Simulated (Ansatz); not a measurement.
# N on the (0001) surface of wurtzite GaN (2x2 N adatom at H3; a constructed slab, bottom: 3 H on 4 bottom sites), one in a cell of 36 Å², started at the site 'over Ga at depth 1.1 Å #2'

Host crystal: wurtzite GaN, with a band gap (PBE, scalar-relativistic without spin-orbit coupling).

All values below come from r2SCAN, at the PBE geometry and the start's symmetry (plane waves to 500 eV, PAW; Ansatz, a first-principles code).

Slab: 45 atoms, 13.4 Å thick at the start with caps and adatoms under the adsorbate (thin: gaps and levels are the slab's own); k 4x4x1, smearing 0.01 eV, dipole-corrected; single point; no symmetry held, on the structure that PBE left; spin-polarised, ending with about 0.9 μB a cell, a value that depends on the mesh; orders that need a larger cell were not tried, no spin-orbit, no U, no dispersion correction. The slab shows no gap over 0.04 eV on its mesh. The program's check for a lower electronic state was not made. At the end it is bonded to Ga + N. In PBE this state lies 0.07 eV over the lowest of the starts that converged ('over Ga at depth 1.1 Å', where the adsorbate left with N of the surface).

```json
{
  "energy of the end state, in which the adsorbate paired with a surface N atom, against ½ N2(g) at the same level": "0.43 eV",
  "change_of_the_step_from_the_bottom_to_the_top_vacuum_level_against_the_clean_slab": "-0.52 eV",
  "height of the binding atom over the mean of the host atoms within 0.3 Å of the top one": "-1.002 bohr",
  "caution": "the clean host was not checked against rearrangement in a larger or rattled cell"
}
```

A negative adsorption energy means that the adsorbate is more stable on the surface than in its reference.
